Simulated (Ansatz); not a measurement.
Levels about the gap of amorphous Hf12Al32O72 (116 atoms in a cell of 1372 Å³, 5.03 g/cm³; zone centre alone, so wide bands show as single levels with stretches between that a denser mesh fills), at the geometry that PBE relaxed, where it gives 0.0 GPa on a denser mesh. The participation number counts the atoms over which a state spreads; weights are charges in smoothed Voronoi cells. The levels come from a single point, so bond lengths are those of that geometry. Method of the levels: PBE, scalar-relativistic without spin-orbit coupling (Ansatz, a quantum-chemistry and plane-wave program). Sampling: the zone centre alone; Fermi-Dirac width 0.02 eV; no spin polarisation. At PBE the levels at the filled edge of the gap are localised (band-tail or defect states), and the nearest spread-out levels lie 4.3 eV apart at the zone centre.

It comes from a melt-quench run on a machine-learned potential (CHGNet), relaxed afterwards by DFT. O atoms were pushed apart under 1.9 Å during the dynamics, to hinder bonds among them. The hot cell started wider than the set density and was brought back towards it in steps. It is the lowest in DFT energy of 4 quenches. It is a model cell: composition and starting density were chosen by hand, and all elements were melted together. No dispersion term was used. A short ab initio anneal came between quench and relaxation. Its density started from a set value of 5.16 and ended at 5.03 g/cm³. Cooling (nominally 150 K/ps over its main leg) ran many orders faster than in experiment, which tends to leave more defects and strain. One small periodic cell is one sample of the glass; other quenches scatter about these values. Volume and shape were free in the relaxation.

```
E - E(highest filled), eV  filling  participation number        largest on  weight O  weight Hf  weight Al
-------------------------  -------  --------------------  ----------------  --------  ---------  ---------
-0.24                       filled                  16.6   O, 2 neighbours      0.95       0.02       0.03
-0.20                       filled                  16.1   O, 3 neighbours      0.95       0.02       0.03
-0.17                       filled                   7.4   O, 2 neighbours      0.95       0.01       0.04
-0.13                       filled                  15.2   O, 3 neighbours      0.95       0.01       0.03
-0.07                       filled                  13.5   O, 2 neighbours      0.95       0.01       0.04
-0.02                       filled                   5.7   O, 2 neighbours      0.95       0.01       0.04
0.00                        filled                   5.9   O, 2 neighbours      0.95       0.02       0.02
3.93                         empty                  90.2  Hf, 5 neighbours      0.60       0.15       0.25
4.41                         empty                   4.7  Hf, 5 neighbours      0.37       0.58       0.05
4.67                         empty                  21.5  Hf, 5 neighbours      0.38       0.56       0.05
4.75                         empty                  12.8  Hf, 5 neighbours      0.39       0.55       0.06
4.87                         empty                  18.4  Hf, 6 neighbours      0.37       0.58       0.05
4.89                         empty                  23.3  Hf, 6 neighbours      0.38       0.54       0.08
4.98                         empty                  15.4  Hf, 6 neighbours      0.37       0.55       0.08
```

Most localised among these is the empty level at +4.41 eV, on a Hf atom, which has 5 neighbours (O 1.97 Å, O 2.02 Å, O 2.08 Å, O 2.11 Å, O 2.13 Å).
